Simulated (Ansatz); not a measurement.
A self-consistent single point of CaI₂ (P3m1, 3 atoms in the cell) with Ansatz (a quantum-chemistry and plane-wave program).

Method of the run: PBEsol, default PAW files made with PBE (plane waves; Ansatz).

The change in words: lattice scaled by 0.98. Reference geometry:
```yaml
crystal:
  lattice:
    - [4.55161, 0.00000, 0.00000]
    - [-2.27581, 3.94181, 0.00000]
    - [0.00000, 0.00000, 7.24588]
  atoms:
    - { symbol: Ca, position: [0.00000, 0.00000, 0.00690] }
    - { symbol: I, position: [0.33333, 0.66667, 0.24430] }
    - { symbol: I, position: [0.66667, 0.33333, 0.75570] }
```

Reference input (self-consistent single point, DFT, PBEsol, plane waves, default PAW files made with PBE): basis.ecutwfc = 420 eV; kpoints.mp_grid.grid = 6 6 4; hamiltonian.xc = pbesol; hamiltonian.pseudopotentials = {kind: paw} (the program's default PAW files); scf.occupations.method = fixed. This run's input differs from it in these lines:

```diff
@@ -3,5 +3,5 @@
   lattice:
-    - [4.55161500, 0.00000000, 0.00000000]
-    - [-2.27580700, 3.94181400, 0.00000000]
-    - [0.00000000, 0.00000000, 7.24587900]
+    - [4.46058300, 0.00000000, 0.00000000]
+    - [-2.23029100, 3.86297800, 0.00000000]
+    - [0.00000000, 0.00000000, 7.10096100]
   atoms:
```

Log, with long lists cut:

```
SCF iter   1: F=—  HF=-16663.187603 eV  |F-HF|=—  |Δ(HF+E_count)|=         —  Δρ=2.11e-3  dr2=4.61e-3  ethr=1.77e-3  ⟨swp⟩=7.0  Hψ=2815  notcnv=0  defer=65
all-band conjugate gradients solve this SCF's bands
preconditioner: auto → Resta (q_TF=auto, 2.301 Å⁻¹)
SCF iter   2: F=—  HF=-16663.186618 eV  |F-HF|=—  |Δ(HF+E_count)|=   9.84e-4  Δρ=1.03e-3  dr2=1.30e-3  ethr=1.05e-5  ⟨swp⟩=4.7  Hψ=1580  notcnv=0  defer=70
SCF iter   3: F=—  HF=-16663.186734 eV  |F-HF|=—  |Δ(HF+E_count)|=   1.15e-4  Δρ=2.23e-4  dr2=6.64e-5  ethr=2.96e-6  ⟨swp⟩=2.2  Hψ=922  notcnv=0  defer=69
SCF iter   4: F=—  HF=-16663.186784 eV  |F-HF|=—  |Δ(HF+E_count)|=   5.03e-5  Δρ=7.00e-5  dr2=8.88e-6  ethr=1.51e-7  ⟨swp⟩=2.0  Hψ=779  notcnv=0  defer=67
SCF iter   5: F=—  HF=-16663.186793 eV  |F-HF|=—  |Δ(HF+E_count)|=   8.53e-6  Δρ=1.95e-5  dr2=6.60e-7  ethr=2.02e-8  ⟨swp⟩=2.0  Hψ=816  notcnv=0  defer=67
SCF iter   6: F=-16663.186794 eV  HF=-16663.186794 eV  |F-HF|=1.62e-7  |Δ(HF+E_count)|=   9.63e-7  Δρ=6.25e-6  dr2=6.39e-8  ethr=2.27e-10  ⟨swp⟩=15.6  Hψ=4486  notcnv=0
SCF 1 converged in 6 iterations: F = -16663.186794 eV  dr2 = 6.39e-8
Free energy (F): -16663.186794 eV
Internal energy: -16663.186794 eV  (E = F + TS)
E sigma→0 (E₀):  -16663.186794 eV
Fermi energy:    3.911879 eV
--- Forces (eV/Å), atoms counted from 1 ---
  atom   1  Ca    -0.00000000    -0.00000000    -0.26293117
  atom   2  I     -0.00000000    -0.00000000     0.18803770
  atom   3  I      0.00000000     0.00000000     0.07490058
--- Stress (GPa, compression-positive) ---
       -0.019388       0.000000       0.000000
        0.000000      -0.019388       0.000000
        0.000000       0.000000       0.172847
  P = ⅓ Tr σ = 0.0447 GPa (0.447 kbar)
  The stress holds the Pulay correction. Without it, at fixed plane waves, as pw.x and ABINIT print it: P = 0.0308 GPa
```

The run converged in 6 iterations. Against the reference run the free energy drops by 9.9 meV/atom, the pressure goes from -1.22 to 0.04 GPa, the largest force goes from 0.317 to 0.263 eV/Å and the gap on the mesh goes from 3.592 to 3.522 eV.

The starting cell comes from a database of computed structures (which also holds hypothetical and non-ambient phases and stackings), without a prior relaxation at this level. Its lattice was rescaled by up to half a per cent. One atom was moved a little off its site on purpose. For this run, on top of that: lattice scaled by 0.98. Spin-orbit coupling is off. Ansatz's pressure includes its estimate of the finite-basis (Pulay) stress.

Keys are those of Ansatz 0.2.
